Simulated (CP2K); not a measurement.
CP2K run on Sr3P2 (Pm-3m, 5 atoms in the cell): self-consistent single point

Method: CP2K with PBEsol, GPW, DZVP-MOLOPT-SR-GTH basis, GTH-PBE potentials (GTH_POTENTIALS).

Input:

```
&GLOBAL
  PROJECT calc
  RUN_TYPE ENERGY_FORCE
  PRINT_LEVEL LOW
&END GLOBAL
&FORCE_EVAL
  METHOD Quickstep
  STRESS_TENSOR ANALYTICAL
  &DFT
    BASIS_SET_FILE_NAME BASIS_MOLOPT
    POTENTIAL_FILE_NAME GTH_POTENTIALS
    &QS
      METHOD GPW
      EPS_DEFAULT 1E-10
    &END QS
    &MGRID
      CUTOFF 500
      REL_CUTOFF 50
      NGRIDS 5
    &END MGRID
    &SCF
      SCF_GUESS ATOMIC
      EPS_SCF 1E-6
      MAX_SCF 100
      ADDED_MOS 8
      &DIAGONALIZATION
        ALGORITHM STANDARD
      &END DIAGONALIZATION
      &MIXING
        METHOD BROYDEN_MIXING
        ALPHA 0.3
        NBUFFER 10
      &END MIXING
      &SMEAR ON
        METHOD FERMI_DIRAC
        ELECTRONIC_TEMPERATURE [K] 1578.21
      &END SMEAR
    &END SCF
    &KPOINTS
      SCHEME MONKHORST-PACK 6 6 6
      GAMMA_CENTERED T
    &END KPOINTS
    &XC
      &XC_FUNCTIONAL
        &PBE
          PARAMETRIZATION PBESOL
        &END PBE
      &END XC_FUNCTIONAL
    &END XC
    &PRINT
      &MO
        EIGENVALUES T
        OCCUPATION_NUMBERS T
        NDIGITS 8
        FILENAME mo
        &EACH
          QS_SCF 0
        &END EACH
        ADD_LAST NUMERIC
      &END MO
      &MULLIKEN OFF
      &END MULLIKEN
    &END PRINT
  &END DFT
  &SUBSYS
    &CELL
      A 5.67000000 0.00000000 0.00000000
      B 0.00000000 5.67000000 0.00000000
      C 0.00000000 0.00000000 5.67000000
      PERIODIC XYZ
    &END CELL
    &COORD
      SCALED
      Sr       0.00000000     0.50000000     0.50000000
      Sr       0.50000000     0.00000000     0.50000000
      Sr       0.50000000     0.50000000     0.00000000
      P        0.00000000     0.00000000     0.00000000
      P        0.50000000     0.50000000     0.50000000
    &END COORD
    &KIND Sr
      BASIS_SET DZVP-MOLOPT-SR-GTH-q10
      POTENTIAL GTH-PBE-q10
    &END KIND
    &KIND P
      BASIS_SET DZVP-MOLOPT-SR-GTH-q5
      POTENTIAL GTH-PBE-q5
    &END KIND
  &END SUBSYS
  &PRINT
    &FORCES ON
    &END FORCES
    &STRESS_TENSOR ON
    &END STRESS_TENSOR
  &END PRINT
&END FORCE_EVAL
```

Output (repeated stretches shortened):

```
 GLOBAL| Method name                                                        CP2K
 GLOBAL| Project name                                                       calc
 GLOBAL| Run type                                                   ENERGY_FORCE

 TOTAL NUMBERS AND MAXIMUM NUMBERS

  Total number of            - Atomic kinds:                                   2
                             - Atoms:                                          5
                             - Shell sets:                                     5
                             - Shells:                                        28
                             - Primitive Cartesian functions:                 26
                             - Cartesian basis functions:                     73
                             - Spherical basis functions:                     68

  Maximum angular momentum of- Orbital basis functions:                        2
                             - Local part of the GTH pseudopotential:          2
                             - Non-local part of the GTH pseudopotential:      3

 SCF PARAMETERS         Density guess:                                    ATOMIC
                        max_scf:                                             100
                        max_diis:                                              4
                        eps_scf:                                        1.00E-06
                        eps_diis:                                       1.00E-01
                        eps_eigval:                                     1.00E-05
                        level_shift [a.u.]:                             0.000000
                        added MOs                                         8    0
                        Mixing method:                            BROYDEN_MIXING
                                                charge density mixing in g-space
                        Smear method:                                FERMI_DIRAC
                        Electronic temperature [K]:                       1578.2
                        Electronic temperature [a.u.]:                  5.00E-03
                        Accuracy threshold:                             1.00E-10
                        No outer SCF

 Extrapolation method: initial_guess

 Number of electrons:                                                         40
 Number of occupied orbitals:                                                 20
 Number of molecular orbitals:                                                28

 Number of orbital functions:                                                 68
 Number of independent orbital functions:                                     68

 SCF WAVEFUNCTION OPTIMIZATION

  Step     Update method      Time    Convergence         Total energy    Change
     1 NoMix/Diag. 0.30E+00      -     1.86978997      -105.5924551289 -1.06E+02
     2 Broy./Diag. 0.30E+00      -     0.19039043      -104.7826690519  8.10E-01
     3 Broy./Diag. 0.30E+00      -     0.14335473      -105.1329600431 -3.50E-01
     4 Broy./Diag. 0.30E+00      -     0.02740797      -105.2527591594 -1.20E-01
     5 Broy./Diag. 0.30E+00      -     0.00580507      -105.2336829386  1.91E-02
     6 Broy./Diag. 0.30E+00      -     0.00309697      -105.2472395187 -1.36E-02
     7 Broy./Diag. 0.30E+00      -     0.00092849      -105.2405309061  6.71E-03
     8 Broy./Diag. 0.30E+00      -     0.00036913      -105.2402403277  2.91E-04
     9 Broy./Diag. 0.30E+00      -     0.00004796      -105.2406156745 -3.75E-04
    10 Broy./Diag. 0.30E+00      -     0.00002698      -105.2407892998 -1.74E-04
    11 Broy./Diag. 0.30E+00      -     0.00000310      -105.2408094718 -2.02E-05
    12 Broy./Diag. 0.30E+00      -     0.00000257      -105.2407838707  2.56E-05
    13 Broy./Diag. 0.30E+00      -     0.00000005      -105.2407813066  2.56E-06

  *** SCF run converged in    13 steps ***

  Electronic density on regular grids:        -40.0000000001       -0.0000000001
  Core density on regular grids:               39.9999999957       -0.0000000043
  Total charge density on r-space grids:       -0.0000000044
  Total charge density g-space grids:          -0.0000000044

  Overlap energy of the core charge distribution:               0.00000000000001
  Self energy of the core charge distribution:               -209.11096483238063
  Core Hamiltonian energy:                                     45.57506897449743
  Hartree energy:                                              74.49186704077434
  Exchange-correlation energy:                                -16.19621737535081
  Electronic entropic energy:                                  -0.00053511413867
  Fermi energy:                                                 0.16580273214754

  Total energy:                                              -105.24078130660077
  Total energy (extrapolated to T->0):                       -105.24051374953143

 ENERGY| Total FORCE_EVAL ( QS ) energy [hartree]           -105.240782576660592

 FORCES| Atomic forces [hartree/bohr]
 FORCES|   Atom     x               y               z               |f|
 FORCES|      1 -2.54030779E-10 -2.71099127E-10 -2.71095315E-10   4.59911995E-10
 FORCES|      2 -2.71098848E-10 -2.54031754E-10 -2.71104917E-10   4.59918029E-10
 FORCES|      3 -2.71098321E-10 -2.71098813E-10 -2.54030160E-10   4.59913240E-10
 FORCES|      4 -8.86468545E-14 -8.83436094E-14 -8.78313625E-14   1.52896064E-13
 FORCES|      5 -2.80554555E-13 -2.82229931E-13 -2.79877099E-13   4.86513908E-13
 FORCES| Sum    -7.96597149E-10 -7.96600267E-10 -7.96598099E-10
 FORCES| Total atomic force                                       1.37974908E-09

 STRESS| Analytical stress tensor [bar]
 STRESS|                        x                   y                   z
 STRESS|      x       -8.16121978237E+03  -7.76283917482E-05  -7.76290414325E-05
 STRESS|      y       -7.76283917482E-05  -8.16121978237E+03  -7.76285575584E-05
 STRESS|      z       -7.76290414325E-05  -7.76285575584E-05  -8.16121978237E+03
 STRESS| 1/3 Trace                                            -8.16121978237E+03
```

The run converged in 13 iterations.

The starting cell comes from a database of computed structures (which also holds hypothetical and non-ambient phases and stackings), without a prior relaxation at this level. Values carry the incompleteness of an atom-centred basis. The potentials were made for another functional than the one used. The run gives no clean gap (levels at the Fermi energy touch, overlap or are partly filled at this smearing), which alone does not show that the compound is a metal.
